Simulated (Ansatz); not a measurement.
Take Be in the hcp (Mg type) structure (space group P6_3/mmc, No. 194; a = 2.2552 Å, c = 3.5580 Å; relaxed with 0.1 eV smearing) as the base. Axes: x lies along a and z along c of the hexagonal cell.

Level of theory: Ansatz (an electronic-structure program) PBEsol, scalar-relativistic without spin-orbit coupling.

For the base:

```
Item       Result
--------  -------
Pressure  0.0 GPa
```

Now apply this change: a pure shear with ε_xz = ε_zx = 0.0114; the atoms relax in the strained cell.

### Question
What does the calculation give for the pressure after the change?

### Answer
The pressure (mean of the normal stresses, compression positive) stays 0.0 GPa.

### Question
What does the calculation give for the energy relative to the base after the change?

### Answer
The energy goes up by 2.1 meV/atom.

Whether these cells are dynamically stable was not tested.
